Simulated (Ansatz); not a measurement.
Here is the system:

```
CELL_PARAMETERS angstrom
      0.01405     2.15900     2.12502
      2.15257     0.00523     2.13384
      2.16597     2.18122    -0.00817
ATOMIC_POSITIONS crystal
  C  0.75113 0.75023 0.74894
  Si 0.99887 0.99977 0.00106
```

No spin polarisation.

Method: r2SCAN in Ansatz (plane waves to 500 eV, PAW, no SOC). Settings: 13×13×13 k-points, 0.05 eV Fermi–Dirac smearing.

Q: What smallest direct gap does the calculation give?

A: 4.98 eV.

Q: Predict the gap character.

A: Indirect, Γ → V.

Q: Predict the stress (xx, yy, zz, yz, xz, xy; compression positive).

A: (9.13, 7.05, 11.44, 2.20, -0.08, -3.49) GPa.

Q: What valence-band top at Γ (three highest levels, from the VBM) does the calculation give?

A: 0.00, -0.05, -0.19 eV.

The cells carry an imposed strain or load. No phonon test of stability was made. The cell was made from SiC in the zinc blende structure (space group F-43m, No. 216) by this change: strain tensor (xx, yy, zz, yz, xz, xy) = (−1.19, −0.49, −2.05, −0.39, +0.02, +0.63) %.

Ansatz is a first-principles code.
